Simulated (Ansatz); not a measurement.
Base system: BN in the zinc blende structure (space group F-43m, No. 216; a = 3.609 Å).

Computed with r2SCAN (Ansatz, a program for electronic structure), no SOC, earlier PAW set.

Perturbation: full substitution B → Al; the structure is relaxed again.

Measured band gap: BN 6.2 eV (room temperature; as listed in arXiv:1206.3780); AlN 5.34 eV (temperature not stated; as listed in Daiki Deguchi et al., Japanese Journal of Applied Physics (2016)).

### Question
How well does r2SCAN reproduce the measured shift?

### Answer
With r2SCAN the band gap moves by -1.06 eV (4.99 → 3.93) against -0.86 eV measured.

No phonon test of stability was made. This is not the structure that AlN has at room temperature and ambient pressure.
